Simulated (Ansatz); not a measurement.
# Report: wurtzite AlN (P6_3mc), biaxial stress in the basal plane

Cell and atoms are relaxed with PBEsol to each stress (compression positive); bands and masses by PBEsol with spin-orbit coupling, rigid bands (plane waves, PAW; Ansatz, a quantum-chemistry and plane-wave program). Strains are changes of length against the unloaded cell.

```
CELL_PARAMETERS angstrom
      3.11376     0.00000     0.00000
     -1.55688     2.69659     0.00000
      0.00000     0.00000     4.98369
ATOMIC_POSITIONS crystal
  Al 0.66667 0.33333 0.49902
  Al 0.33333 0.66667 0.99902
  N  0.66667 0.33333 0.88098
  N  0.33333 0.66667 0.38098
```

```
stress (GPa)  strain c (%)  strain basal x (%)  gap (eV)  mₑ* c  mₑ* basal x  mₕ* c  mₕ* basal x
------------  ------------  ------------------  --------  -----  -----------  -----  -----------
-2.00                -0.28                0.45     4.003   0.30         0.31   0.39          3.5
0                        0                   0     4.095   0.30         0.31   0.41          3.7
1.00                  0.13               -0.22     4.141   0.30         0.31   0.43          3.8
2.00                  0.26               -0.43     4.186   0.30         0.31   0.46          3.8
```

c is the normal of the loaded plane; basal y strains as basal x. Masses are conductivity masses at 300 K in electron masses.

Q: From the two loads next to zero, find the biaxial modulus and the ratio of out-of-plane to in-plane strain.

A: Between -2.00 and 1.00 GPa the strain along basal x changes by -0.67 % and that along c by 0.41 %. The modulus is 3.00/0.0067 = 450 GPa and the ratio of the strains 0.61 (PBEsol, atoms relaxed).

Q: How fast does the gap move on either side of zero load?

A: Under tension, (4.003 − 4.095) eV over -2.00 GPa = 46 meV/GPa, or about -20 eV per unit strain; under compression, (4.141 − 4.095) eV over 1.00 GPa = 46 meV/GPa, or about -21 eV per unit strain. The two slopes part by 0 meV/GPa; gaps are resolved to about 0.01 eV, which allows 15 meV/GPa, so these rows don't tell them apart.

Masses are those of dilute carriers in rigid bands with one relaxation time, without polarons. Third decimals of gaps are kept for the arithmetic. Every relaxation keeps the wurtzite phase (space group P6_3mc under this load), so a transition, a distortion that breaks the symmetry or fracture can't show.
